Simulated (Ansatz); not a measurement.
Here is the system:

```xyz
2
Lattice="0.0000 2.4149 2.4149 2.4149 0.0000 2.4149 2.4149 2.4149 0.0000" Properties=species:S:1:pos:R:3 pbc="T T T"
N      0.0000     0.0000     0.0000
Y      2.4149     2.4149     2.4149
```

No spin polarisation.

Method: DFT with r2SCAN, PAW potentials and a 500 eV plane-wave cutoff in Ansatz (a program for electronic structure), spin-orbit coupling left out. k-mesh 12×12×12 (Γ-centred); smearing 0.05 eV (Fermi–Dirac).

### Question
Predict the smallest direct gap, band gap, gap character and width of the top valence band.

### Answer
* **Smallest direct gap**: 0.87 eV
* **Band gap**: 0.51 eV
* **Gap character**: indirect, Γ → X
* **Width of the top valence band**: 2.40 eV

Load acts through the strain it causes; cell and atoms are relaxed under it. Stability against distortions was not tested. No other phases were tried under pressure. The cell was made from YN in the rock salt structure (space group Fm-3m, No. 225) by this change: pressure 7.5 GPa.
